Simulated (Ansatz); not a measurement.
The starting structures come from a database of crystals and need not be the phases stable at ambient conditions.

Inside the gap of an insulator the Bloch states are evanescent, with a wavenumber k + iκ along the transport direction.

Data:

```yaml
crystal:
  lattice:
    - [6.47896, 0.00000, 0.00000]
    - [0.00000, 7.74633, 0.00000]
    - [0.00000, 0.00000, 3.68434]
  atoms:
    - { symbol: O, position: [0.32050, 0.50000, 0.00000] }
    - { symbol: O, position: [0.67950, 0.50000, 0.00000] }
    - { symbol: O, position: [0.32050, 0.00000, 0.00000] }
    - { symbol: O, position: [0.67950, 0.00000, 0.00000] }
    - { symbol: O, position: [0.50000, 0.25000, 0.50000] }
    - { symbol: O, position: [0.50000, 0.75000, 0.50000] }
    - { symbol: Ta, position: [0.50000, 0.50000, 0.50000] }
    - { symbol: Ta, position: [0.50000, 0.00000, 0.50000] }
    - { symbol: O, position: [0.00000, 0.50000, 0.50000] }
    - { symbol: O, position: [0.00000, 0.00000, 0.50000] }
    - { symbol: Ta, position: [0.00000, 0.50000, 0.00000] }
    - { symbol: Ta, position: [0.00000, 0.00000, 0.00000] }
    - { symbol: O, position: [0.00000, 0.25000, 0.00000] }
    - { symbol: O, position: [0.00000, 0.75000, 0.00000] }
```

Space group of this cell: Pmmm. The cell was relaxed by PBE-D3(BJ); by r2SCAN its mean pressure is -3.2 GPa.

Transport runs along the normal of the first two printed cell vectors.

The gap is the functional's own. No spin-orbit coupling. Mid-gap values are interpolated on the energy grid.

### Question
Give the band gap and the smallest decay constant κ at mid-gap that r2SCAN in Ansatz (a program for electronic structure) yields.

### Answer
Gap 0.62 eV on a 6×4×8 mesh; κ = 0.215 1/Å, at the zone centre.
